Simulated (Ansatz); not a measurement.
## Response to strain and stress in HfN

The reference is HfN in the rock salt structure (space group Fm-3m, No. 225; a = 4.502 Å; relaxed with 0.1 eV smearing). Axes: x, y, z lie along the cube axes.

Strains are applied to the cell and any free atomic positions relax; under stress the whole cell relaxes.

All numbers come from PBEsol, PAW, 420 eV (Ansatz, a first-principles code; scalar-relativistic without spin-orbit coupling).

Candidates:
(a) uniaxial stress, 1 GPa tension along x
(b) strain tensor (xx, yy, zz, yz, xz, xy) = (−0.70, −1.09, +0.28, +1.03, +1.44, −1.23) %
(c) strain tensor (xx, yy, zz, yz, xz, xy) = (−1.25, −0.32, +3.02, −0.07, −0.18, −0.92) %

Notes on the quantities. energy relative to the base: free energy F.

Task: Order them by energy relative to the base, lowest first.

Result: (a) uniaxial stress, 1 GPa tension along x (+0.1 meV/atom), (b) strain tensor (xx, yy, zz, yz, xz, xy) = (−0.70, −1.09, +0.28, +1.03, +1.44, −1.23) % (+13 meV/atom), (c) strain tensor (xx, yy, zz, yz, xz, xy) = (−1.25, −0.32, +3.02, −0.07, −0.18, −0.92) % (+20 meV/atom)

Stability under load was not tested beyond the relaxation. All final runs are without spin polarisation. An odd electron count without spin: HfN.
